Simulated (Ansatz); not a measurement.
Start from Al2O3 (space group Cc, No. 9; a = 9.8224 Å, b = 5.5302 Å, c = 5.6986 Å, α = γ = 90.00°, β = 122.85°; a hypothetical phase, not in the database extracts checked).

Level of theory: PBE (Ansatz, a quantum-chemistry and plane-wave program), without spin-orbit coupling.

Before the change:

The band gap is 3.93 eV and the gap character is indirect, Γ–C (14 % along) → Γ. The volume per atom is 13.00 Å³.

Modification: a hydrostatic pressure of 0.3 GPa.

Task: What happens to the band gap?

Result: The band gap grows by 0.01 eV to 3.94 eV.

Task: How does this affect the gap character?

Result: The gap character stays indirect, Γ–C (14 % along) → Γ.

Task: What happens to the volume per atom?

Result: The volume per atom falls by 0.037 Å³, from 13.00 Å³ to 12.97 Å³.

Load acts through the strain it causes; cell and atoms are relaxed under it. Gaps are read on the SCF mesh and a high-symmetry path. Stability against distortions was not tested.
